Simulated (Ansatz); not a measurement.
The reference is BAs in the wurtzite structure (space group P6_3mc, No. 186; a = 3.3544 Å, c = 5.5538 Å; a cell from a computed database, its experimental status unchecked).

Now apply this change: a hydrostatic pressure of 0.3 GPa.

Levels (all Ansatz, a quantum-chemistry and plane-wave program, PAW): PBEsol (420 eV, spin-orbit coupling left out); PBEsol+SOC (420 eV, with spin-orbit coupling).

The geometry is relaxed with PBEsol.

```
Property                                     Value
----------------------------  --------------------
PBEsol valence-band top at Γ  0.00, 0.00, -0.39 eV
PBEsol band gap                            1.02 eV
```

What does PBEsol+SOC give at this geometry for the hole mass, valence-band top at Γ and band gap?

The hole mass comes out as 0.52 mₑ along c, 0.24 mₑ across (at Γ); the valence-band top at Γ (three highest Kramers pairs, from the VBM) becomes 0.00, -0.12, -0.49 eV (PBEsol: 0.00, 0.00, -0.39 eV); the band gap drops by 0.07 eV (1.02 eV → 0.95 eV).

Single points use the geometry relaxed with PBEsol. Differences between runs with and without spin-orbit coupling are approximate. Load acts through the strain it causes; cell and atoms are relaxed under it. Effective masses come from finite differences of ±0.01 Å⁻¹. Stability against distortions was not tested. This is not the structure that BAs has at room temperature and ambient pressure.
